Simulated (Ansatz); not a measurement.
We consider CsCl-type CoGa, described by r²SCAN in Ansatz (plane waves, PAW).

Numerical settings: plane-wave cutoff 600 eV, 16×16×16 k mesh, Fermi–Dirac smearing 0.1 eV, finite displacements, force constants from a 4×4×4 q mesh, no spin polarisation, scalar-relativistic PAW data made under PBE.

**Question.** What does this level give for the zone-centre TO phonon frequency and zero-point energy?

**Answer.** 
* **zone-centre TO phonon frequency**: 245 cm⁻¹
* **zero-point energy**: 0.037 eV/atom

It cost about 100 core-minutes (a rough figure) of CPU time.

Ansatz is an electronic-structure program.
